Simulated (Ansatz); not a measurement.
**What In → Al does to InP**

Base system: InP in the wurtzite structure (space group P6_3mc, No. 186; a = 4.149 Å, c = 6.810 Å; a model cell, its experimental status unchecked).

One thing is altered: every In is replaced by Al, then cell and atoms are relaxed.

All numbers come from Ansatz (a program for electronic structure), PBEsol, PAW, cutoff 420 eV, spin-orbit coupling left out. k-mesh 10×10×5 (Γ-centred); smearing 0.05 eV (Fermi–Dirac), for the changed cell.

| quantity | base | changed | shift |
|---|---|---|---|
| volume per atom | 25.38 Å³ | 20.46 Å³ | -4.914 Å³ |
| density | 4.77 g/cm³ | 2.35 g/cm³ | -2.42 g/cm³ |
| lattice parameter a | 4.149 Å | 3.861 Å | -0.288 Å |
| c/a ratio | 1.642 | 1.642 | 0.000 |
| space group | P6_3mc (No. 186) | P6_3mc (No. 186) | – |
| shortest interatomic distance | 2.543 Å | 2.366 Å | -0.177 Å |
| band gap | 0.64 eV | 1.83 eV | +1.19 eV |
| gap character | direct at Γ | indirect, Γ → M | – |
| smallest direct gap | 0.64 eV | 2.33 eV | +1.69 eV |
| width of the top valence band | 2.41 eV | 2.52 eV | +0.11 eV |
| valence-band top at Γ (three highest levels, from the VBM) | 0.00, 0.00, -0.11 eV | 0.00, 0.00, -0.12 eV | – |

Cost of the whole job for the changed cell (relaxation, final SCF and bands): roughly 25 core-seconds.

Stability against distortions was not tested. For AlP in this form, whether it has been made was not checked. This is not the structure that AlP has at room temperature and ambient pressure. This is not the structure that InP has at room temperature and ambient pressure.
